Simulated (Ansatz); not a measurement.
Start from WO₃ (space group Cmcm, No. 63; a = 5.4539 Å, b = 5.4743 Å, c = 7.4603 Å; a cell from a computed database, its experimental status unchecked).

The change: a hydrostatic pressure of 3 GPa.

Levels (all Ansatz, a program for electronic structure, PAW): PBEsol (420 eV, no spin-orbit coupling); HSE06 (420 eV, spin-orbit coupling left out).

The geometry is relaxed with PBEsol.

| Property | Value |
|---|---|
| PBEsol band gap | 1.30 eV |

Task: How does going to HSE06 change the band gap?

Result: The band gap increases by 1.242 eV to 2.55 eV.

Single points use the geometry relaxed with PBEsol. The hybrid gap comes from the SCF mesh plus the semilocal run's edge points and a few special points and is an upper bound. With W present, leaving out spin-orbit coupling can change the band edges. Load acts through the strain it causes; cell and atoms are relaxed under it. Whether these cells are dynamically stable was not tested.
